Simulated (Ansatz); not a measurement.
Results of PBEsol in Ansatz (PAW) for ZrTa (model structure, Cmcm, No. 63, 4 atoms in the cell).

Settings: plane-wave cutoff 520 eV, 16×16×12 k mesh (along the axes of the cell as run), Fermi–Dirac smearing 0.05 eV, scalar-relativistic PAW data made under PBE.

Cell (relaxed at this level):

```xyz
4
Lattice="1.4549 -5.6476 0.0000 1.4549 5.6476 0.0000 0.0000 0.0000 4.8634" Properties=species:S:1:pos:R:3 pbc="T T T"
Zr     1.4549    -2.0181     1.2159
Ta     1.4549    -4.9194     1.2159
Zr     1.4549     2.0181     3.6476
Ta     1.4549     4.9194     3.6476
```

Question: Give the computed bulk modulus.

Answer: 
bulk modulus: 139 GPa

The run finds no gap.

Note: the bulk modulus is −V dP/dV from two relaxed cells at ±2 % in volume; the relaxation could raise the start's symmetry but not lower it, so the cell can be a saddle point.

Spin–orbit coupling is not included.

Computed values are for the static lattice.

A model structure was made by putting elements into a prototype or built by hand; it is no filed structure, need not be a known phase, and can be a saddle point held by its symmetry.

Ansatz is a first-principles code.
